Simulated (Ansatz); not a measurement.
The cell is built on a prototype and need not be the phase stable at ambient conditions.

Given:

```xyz
22
Lattice="7.3123 0.0000 0.0000 -3.6562 6.3327 0.0000 3.6562 2.1109 5.9705" Properties=species:S:1:pos:R:3 pbc="T T T"
Bi     7.3123     4.2218     5.2242
Bi     5.4843     3.1663     2.2389
Bi     0.0000     6.3327     2.2389
Bi     1.8281     3.1663     2.2389
Ti     3.6562     6.3327     2.2389
Ti     5.4843     7.3881     5.2242
Ti     3.6562     4.2218     5.2242
Ti     1.8281     7.3881     5.2242
O      5.1085     5.4942     5.6637
O      2.2038     7.1712     3.2920
O      3.6562     8.0097     5.6637
O      3.6562     4.6556     3.2920
O      2.2038     5.4942     5.6637
O      5.1085     7.1712     3.2920
O      7.3123     1.6770     1.1858
O      0.0000     6.7665     4.7847
O      5.1085     5.4942     1.1858
O      2.2038     2.9494     4.7847
O      5.1085     2.9494     4.7847
O      2.2038     5.4942     1.1858
O      7.3123     4.2218     2.9853
O      3.6562     2.1109     1.4926
```

Space group of this cell: Fd-3m. The cell was relaxed by PBE-D3(BJ); by r2SCAN its mean pressure is -1.1 GPa.

Transport runs along the normal of the first two printed cell vectors.

No gap correction and no spin-orbit coupling; mid-gap values are interpolated between computed energies.

Q: Estimate the band gap and the smallest decay constant κ at mid-gap that r2SCAN run with Ansatz (a first-principles code) returns for this system.

A: Gap 3.05 eV on a 6×6×6 mesh; κ = 0.298 1/Å, at the zone centre.
